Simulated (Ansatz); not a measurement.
The parent structure is Zr in the hcp (Mg type) structure (space group P6_3/mmc, No. 194; a = 3.1843 Å, c = 5.1164 Å).

Structures relaxed with Ansatz (an electronic-structure program) PBEsol, without spin-orbit coupling.

Base:

Simulated powder pattern, Co Kα, λ = 1.79026 Å (kinematic, ideal powder, no thermal factors, no anomalous dispersion; the 14 strongest lines at most, above 2 %, up to 2θ = 90°):

| 2θ (°) | I/Imax (%) | hkl |
|---|---|---|
| 37.88 | 24 | (100) |
| 40.96 | 26 | (002) |
| 43.28 | 100 | (101) |
| 57.02 | 15 | (102) |
| 68.42 | 17 | (110) |
| 76.21 | 19 | (103) |
| 80.96 | 2.8 | (200) |
| 82.94 | 21 | (112) |
| 84.50 | 15 | (201) |
| 88.82 | 3.1 | (004) |

One thing is altered: a hydrostatic pressure of 30 GPa.

After the change:

Simulated powder pattern, Co Kα, λ = 1.79026 Å (kinematic, ideal powder, no thermal factors, no anomalous dispersion; the 14 strongest lines at most, above 2 %, up to 2θ = 90°):

```tsv
2θ (°)	d (Å)	I/Imax (%)	hkl
41.75	2.512	24	(100)
42.57	2.466	30	(002)
47.14	2.238	100	(101)
61.15	1.760	15	(102)
76.22	1.450	17	(110)
81.19	1.376	21	(103)
```

The indices refer to the base's conventional cell; one index is shown for lines that coincide.

Load acts through the strain it causes; cell and atoms are relaxed under it. No phonon test of stability was made. The final runs are not spin-polarised. Measured, Zr leaves this structure (for the ω phase) near 3 GPa (temperature not stated; as listed in C. Cazorla, D. Alfè, M. J. Gillan, Physical Review B (2008)).
